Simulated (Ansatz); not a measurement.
**Defect calculation: V_Si+N_C+N_C+N_C+N_C in 4H silicon carbide**

The numbers are results of PBE, PAW (plane waves to 420 eV; Ansatz, a first-principles code), not measurements. Cell: 96 sites, 3×2×1 repeats of a cell of 16 atoms; final energies on a 2×2×2 shifted mesh. Sites at the start: the Si(k) site; C(h) 1.89 Å away; C(h) 1.89 Å away; C(h) 1.89 Å away; C(k) 1.90 Å away, along c. Finite-size correction: monopole term and site-potential alignment. Dielectric constants: PBE linear response of the host. Host gap at this level: 2.23 eV. A cell of this size leaves errors of a few tenths of an eV. Levels are measured in PBE's own, too narrow, gap. Spin–orbit coupling is left out. Each state is the lowest found from its start.

Formation energies E_f are given with the Fermi level at the valence-band maximum. Chemical conditions: C-rich (Δμ(C) = 0.00 eV, Δμ(Si) = -0.41 eV, Δμ(N) = -1.55 eV, bounded by beta Si3N4; only phases computed here count, gases as isolated molecules at 0 K); Si-rich (Δμ(C) = -0.41 eV, Δμ(Si) = 0.00 eV, Δμ(N) = -1.86 eV, bounded by beta Si3N4; only phases computed here count, gases as isolated molecules at 0 K). Reference phases: C: graphite, N: N2 molecule in a box, Si: silicon.

The name describes the start; the neighbours show where the atoms ended.

Charges with a result: +1, 0. Others weren't obtained, and one of them could lie lower, also by skipping a charge.

```csv
charge,moment (μB),largest move off a lattice site (Å),neighbours of the last N atom of the defect at the end (Å),image correction with alignment (eV),"E_f, C-rich (eV)","E_f, Si-rich (eV)",above the lowest spin state (eV)
+1*,quenched,0.26,"Si 1.78, Si 1.78, Si 1.78",–,–,–,0.00
+1*,quenched,0.26,"Si 1.78, Si 1.78, Si 1.78",–,–,–,0.00
0,not spin-polarised,0.26,"Si 1.77, Si 1.78, Si 1.78",0.00,1.31,1.31,0.00
0,0.0,0.26,"Si 1.77, Si 1.78, Si 1.78",0.00,1.31,1.31,0.00
```

* At this level the carrier isn't localised at the defect: at charge +1 holes occupy the valence band. Such a state is shallow or no state of the defect, and this cell gives it no level.

Starting moments that weren't kept: charge +1 began with 1 μB and ended with 0.0; charge +1 began with 3 μB and ended with 0.0; charge 0 began with 2 μB and ended with 0.0.

Flagged in the runs: a host whose relaxation on this sampling wasn't shown to rest, a strain field that reaches the edge of the cell.

All states together cost around 110 core-minutes (rough).
